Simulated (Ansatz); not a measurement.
AlAs under load (space group I-4m2), Ansatz (an electronic-structure program) with PBE with spin-orbit coupling, rigid bands. Condition of this run: uniaxial stress along [001] of 1.2 GPa (compression positive) (the target of the relaxation). Band gap 1.23 eV, N_c = 6.29e18 cm⁻³ and N_v = 8.89e18 cm⁻³ at 300 K, conductivity masses along x (a = (0.00, 2.85, 2.79) Å; b = (2.85, 0.00, 2.79) Å; c = (2.85, 2.85, 0.00) Å) of 0.267 mₑ (electrons) and 0.591 mₑ (holes). Take k_BT = 0.02585 eV.

### Question
What built-in voltage has an abrupt junction with N_A = 1e17 and N_D = 1e17 cm⁻³, all dopants ionised?

### Answer
V_bi = E_g/e − (k_BT/e) ln(N_c N_v/(N_A N_D)) = 1.23 − 0.02585 × 8.63 = 1.01 V, for the computed gap.

### Question
A film of it is 3 nm thick, with its normal along the direction named. Estimate the confinement energies in an infinite well.

### Answer
ħ²π²/(2m t²) = 0.376 eV·nm²/(m/mₑ × t²) gives 156 meV for electrons and 70.7 meV for holes, so the gap would widen to about 1.46 eV. Finite barriers and nonparabolic bands lower this, and with several valleys or bands the heaviest mass along the normal sets the lowest level, not this average.

### Question
What thermal injection velocity √(2k_BT/πm) limits a ballistic channel along the direction named?

### Answer
1.04e7 cm/s for electrons and 7.00e6 cm/s for holes, a ratio of √(m_h/m_e) = 1.49, for dilute carriers.

Rigid bands with the computed gap; masses take one relaxation time for all states. Geometry: cell and atoms relaxed with PBEsol.
